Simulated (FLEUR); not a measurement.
Worked example: self-consistent single point of YZn (Fm-3m, 2 atoms in the cell) in FLEUR.

Computed with LDA (Perdew-Zunger), all-electron FLAPW (FLEUR), scalar-relativistic valence.

```xyz
2
Lattice="0.0000 2.9630 2.9630 2.9630 0.0000 2.9630 2.9630 2.9630 0.0000" Properties=species:S:1:pos:R:3 pbc="T T T"
Y      0.0000     0.0000     0.0000
Zn     2.9630     2.9630     2.9630
```

Reference input (self-consistent single point, DFT, PBEsol, all-electron FLAPW (FLEUR), scalar-relativistic valence): Kmax = 3.9 1/bohr; GmaxXC = 13.7 1/bohr; xcFunctional = PBEs; jspins = 1; l_soc = F; mode = hist; fermiSmearingEnergy = 0.00367493 Htr; mesh (inpgen div1-3) = 13 13 13; inpgen gamma flag = false; Gmax = 13.7 1/bohr; numbands = 0; maxIterBroyd = 15. This run's input differs from it in these lines:

```diff
@@ -14,3 +14,3 @@
 &comp jspins=1 /
-&exco xctyp='PBEs' /
+&exco xctyp='pz' /
 &kpt div1=13 div2=13 div3=13 /
@@ -27,3 +27,3 @@
       <coreElectrons ctail="T" frcor="F" kcrel="0" coretail_lmax="0"/>
-      <xcFunctional name="PBEs" relativisticCorrections="F"/>
+      <xcFunctional name="pz" relativisticCorrections="F"/>
       <magnetism jspins="1"/>
```

Output (repeated stretches shortened):

```
 Iteration:     1   Distance:       6.57370689 me/bohr^3
 Iteration:     2   Distance:       5.27874919 me/bohr^3
 Iteration:     3   Distance:       2.24539850 me/bohr^3
 Iteration:     4   Distance:       1.96279729 me/bohr^3
 Iteration:     5   Distance:       0.59700750 me/bohr^3
   [... 5 lines left out ...]
 Iteration:    11   Distance:       0.00028523 me/bohr^3
 Iteration:    12   Distance:       0.00013737 me/bohr^3
 Iteration:    13   Distance:       0.00004450 me/bohr^3
 Iteration:    14   Distance:       0.00000459 me/bohr^3
 Run finished successfully
 Stop message:
   Structural relaxation: Done

[file out, last iteration]
             iter=     15
[...]
          total density-effective poten   -8.3409377880E+03
          total charge density-energy d   -1.7475600009E+02
 Updated energy parameters for spin:           1
[...]
 fermi energy and band-weighting factors:
    0.433338    0.524193

[...]
FERMIE:
          first approx. to ef    (T=0)  :   0.220662 htr   (energy of the highest occ. eigenvalue)
          number of occ. states  (T=0)  :        951
          first approx. to seigv (T=0)  :  -6.111971 htr
          sum of weights of occ. states :  11.512972
          sum of semicore charge        :   0.000000 e
FERHIS:  Fermi-Energy by histogram:
          bandgap                     :   0.000992 htr
   [... lines left out ...]
          charge neutrality (T=0)     :   0.025944    (zero if the highest occ. eigenvalue is "entirely" occupied)
     EF_NEWTON:  Adjust Fermi-Energy by Newton-Method.
 Direct bandgap for spin            1 :    1.1122405357180565E-002  Htr
 ---->    free energy=                     -5175.3817552786 htr
   [... lines left out ...]
      extrapolation for T->0
 ---->    total electron energy=           -5175.3803353978 htr
 ***** TOTAL FORCES ON ATOMS *****
 TOTAL FORCE FOR ATOM TYPE=  1  X=  0.000   Y=  0.000   Z=  0.000
                       FX_TOT= 0.000000 FY_TOT= 0.000000 FZ_TOT= 0.000000
 TOTAL FORCE FOR ATOM TYPE=  2  X=  5.599   Y=  5.599   Z=  5.599
                       FX_TOT= 0.000000 FY_TOT= 0.000000 FZ_TOT= 0.000000
 Structural relaxation: Done
```

The run converged in 14 iterations. FLEUR gives forces in its relaxation mode, with a further iteration, so its stop message speaks of a relaxation. 

The starting cell comes from a database of computed structures (which also holds hypothetical and non-ambient phases and stackings), without a prior relaxation at this level. Values depend on the basis (sphere radii, cutoffs, local orbitals), which need not be converged. The log's line on a gap gives a spacing of levels on this mesh, which the program prints for metals too.

Cost on one core of a shared machine: roughly 80 s.
